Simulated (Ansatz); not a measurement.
Consider MgO in the rock salt structure (space group Fm-3m, No. 225; a = 4.254 Å).

(Cell as relaxed with PBE.)

Levels (all Ansatz, a program for electronic structure, PAW): PBE (420 eV, no spin-orbit coupling); PBEsol (420 eV, spin-orbit coupling left out).

Each level relaxes its own structure.

| base | PBE | PBEsol |
|---|---|---|
| volume per atom | 9.62 Å³ | 9.35 Å³ |
| lattice parameter a | 4.254 Å | 4.214 Å |
| band gap | 4.46 eV | 4.62 eV |

Perturbation: a hydrostatic pressure of 5 GPa.

```json
[
 {"quantity": "lattice parameter a", "PBE": "4.209 Å", "PBEsol": "4.172 Å"},
 {"quantity": "band gap", "PBE": "4.76 eV", "PBEsol": "4.91 eV"}
]
```

PBE's lattice parameter a lies 0.037 Å above PBEsol's (0.9 %); PBE's band gap lies 0.15 eV below PBEsol's. Neither level is exact; PBEsol is the comparison here, not a measurement.

Load acts through the strain it causes; cell and atoms are relaxed under it. Stability against distortions was not tested. No other phases were tried under pressure. The base started in P3_121 and relaxed to Fm-3m at this level.
